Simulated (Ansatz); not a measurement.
The starting structures come from a database of crystals and need not be the phases stable at ambient conditions.

Evanescent states of Ca2H3Br (P-3m1, not sure to be the ambient phase, 6 atoms a cell, 14.5 Å³ an atom, 2 GPa at this level) along the normal of (110)

Calculation: r2SCAN (plane waves, PAW; Ansatz, a program for electronic structure).

The gap is the functional's own. No spin-orbit coupling. Mid-gap values are interpolated on the energy grid.

Energies count from the valence-band top; κ is the least over a 6×6 mesh across the current.

```csv
E (eV),κ (1/Å),where
0.06,0.050,off Γ
0.17,0.085,off Γ
0.28,0.106,off Γ
0.39,0.122,off Γ
0.49,(withheld),off Γ
0.60,(withheld),off Γ
0.71,(withheld),off Γ
0.82,(withheld),off Γ
0.94,(withheld),off Γ
1.04,(withheld),off Γ
1.16,(withheld),off Γ
1.26,(withheld),off Γ
1.38,(withheld),off Γ
1.49,(withheld),off Γ
1.59,(withheld),off Γ
1.71,0.152,off Γ
1.81,0.146,off Γ
1.93,0.136,off Γ
2.04,0.093,off Γ
```

### Question
Complete the blanks.

### Answer

- 0.49, κ (1/Å): 0.134
- 0.60, κ (1/Å): 0.143
- 0.71, κ (1/Å): 0.151
- 0.82, κ (1/Å): 0.156
- 0.94, κ (1/Å): 0.160
- 1.04, κ (1/Å): 0.163
- 1.16, κ (1/Å): 0.164
- 1.26, κ (1/Å): 0.164
- 1.38, κ (1/Å): 0.163
- 1.49, κ (1/Å): 0.161
- 1.59, κ (1/Å): 0.157
